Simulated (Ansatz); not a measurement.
Band structure of BW (P-6m2, 2 atoms in the cell).

```
CELL_PARAMETERS angstrom
      2.99965     0.00000     0.00000
     -1.49982     2.59777     0.00000
      0.00000     0.00000     2.92751
ATOMIC_POSITIONS crystal
  W  0.00000 0.00000 0.00000
  B  0.66667 0.33333 0.50000
```

Method: PBE (plane waves, PAW; Ansatz, a first-principles code).

Settings: kpoints.mp_grid.grid = 10 10 9; hamiltonian.xc = pbe; hamiltonian.pseudopotentials = {kind: paw} (the program's default PAW files); scf.occupations.method = cold; scf.occupations.width = 0.2 eV; kpoints.band_path.npoints = 10.

The starting cell was generated: these elements placed on a structure prototype, without a prior relaxation; it need not be a known phase or ordering of this composition. Its lattice was rescaled by a random factor within 2.5 % of one. Spin-orbit coupling is off. Spin polarisation is off.

Levels in eV from the Fermi level, bands 5 to 12:
| point | 5 | 6 | 7 | 8 | 9 | 10 | 11 | 12 |
|---|---|---|---|---|---|---|---|---|
| Γ | -11.09 | -3.13 | -1.73 | -1.73 | 2.89 | 3.54 | 3.54 | 8.05 |
| M | -7.45 | -4.77 | -2.45 | -1.70 | 2.08 | 2.75 | 4.80 | 5.64 |
| K | -6.13 | -4.82 | -3.18 | -1.40 | 1.21 | 2.54 | 3.06 | 4.65 |
| A | -7.10 | -6.23 | -0.26 | -0.26 | 0.06 | 0.06 | 4.81 | 6.71 |
| L | -7.27 | -4.78 | -2.36 | -1.61 | 1.18 | 4.52 | 5.46 | 9.19 |
| H | -6.50 | -5.26 | -3.63 | -0.08 | 0.55 | 4.62 | 8.33 | 8.58 |

Bands cross the Fermi level along this path, so the cell is metallic at this level.

Keys are those of Ansatz 0.2.
